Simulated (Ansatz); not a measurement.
Cost and result by functional for the adsorption energy of CO on the 1x1 (111) surface of fcc Cu, one in a 2x2 cell, started at the site 'top Cu', in Ansatz (plane waves, PAW). Single points on the PBE structure, on one kind of machine; costs are rough ratios of the slab run's core time (references not counted) to the cheapest single point. r2SCAN's cost holds its higher cutoff (500 against 420 eV). Differences are taken against r2SCAN for comparison alone: no measured value is at hand, so the table doesn't rank accuracy.

Set-up: 18 atoms, 6.2 Å thick at the start under the adsorbate (thin: gaps and levels are the slab's own); mesh 6x6x1; 0.1 eV smearing; dipole correction on; 8 atoms held, the rest relaxed; start symmetry kept, larger cells not searched; no spin, no spin-orbit, no U, no dispersion correction. At the end it is bonded to Cu. In PBE this state lies 0.08 eV over the lowest of the starts that converged ('hollow Cu-Cu-Cu over Cu at depth 4.1 Å'). These notes are the PBE run's. Adsorption energies are against CO(g). A negative adsorption energy means that the adsorbate is more stable on the surface than in its reference.

```
functional                     relative cost  adsorption energy (eV)  less r2SCAN (eV)
-----------------------------  -------------  ----------------------  ----------------
RPBE                                       1                   -0.38              0.44
r2SCAN                                     1                   -0.82              0.00
PBE (the relaxed run's value)              –                   -0.67              0.15
```

The values span 0.44 eV, while the single points' costs differ by a factor of roughly 1. Differences are of unrounded values.

Ansatz is a first-principles code.
